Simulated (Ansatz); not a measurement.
Structures of equal composition on the (0001) surface of wurtzite ZnO (Zn plane on top): 2x2 Al adatom at H3; 2x2 Al adatom at T4. The slabs share one bottom face, and each structure is named by its start. These are constructed structures in small cells; real faces may alloy, dewet or reconstruct in larger ones, and not all known structures of the face are among them. Slabs of about 14 Å, Fermi-Dirac smearing of 0.025 eV. Bottom of the slabs: H caps. Relaxed from the named starts with such symmetry as they have, on meshes of like density; energies extrapolated to zero smearing; spin only where a row says so; no spin-orbit coupling, no U. Brackets mark spin-polarised runs, whose order is one that fits the cell. Where a second, spin-polarised start was run, the lower counts.

The numbers are results of r2SCAN, at the PBE geometry (plane waves to 500 eV, PAW; Ansatz, a first-principles code), not measurements.

**Question.** Rank these by energy per 1x1 cell (lowest first), as r2SCAN, at the PBE geometry gives it.

**Answer.** 2x2 Al adatom at T4 (0.000 eV (1 Al–O bonds formed; 1 O–Zn bonds broke) [spin, 0.9 μB a cell], no gap on the mesh), 2x2 Al adatom at H3 (0.128 eV [spin, 1.1 μB a cell], no gap on the mesh)
